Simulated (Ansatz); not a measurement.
The starting structures come from a database of crystals and need not be the phases stable at ambient conditions.

By PBEsol, the system below comes out a metal.

Input:

```
CELL_PARAMETERS angstrom
      4.22882     0.00000     0.00000
     -2.11441     3.66227     0.00000
      2.11441     1.22076     1.72641
ATOMIC_POSITIONS crystal
  Zn 0.00000 0.50000 0.50000
  Rh 0.00000 0.00000 0.00000
```

The cell is taken as given; by PBEsol it stands under a pressure of -3.3 GPa.

The current flows along the normal of the first two printed cell vectors, the (111) plane of the conventional cell. No spin-orbit coupling; the value is a mean over 0.1 eV about the Fermi level.

Q: Predict the ballistic conductance per area from Ansatz (a program for electronic structure) with PBEsol.

A: 1.0 × 10¹⁵ S/m² for both spins.
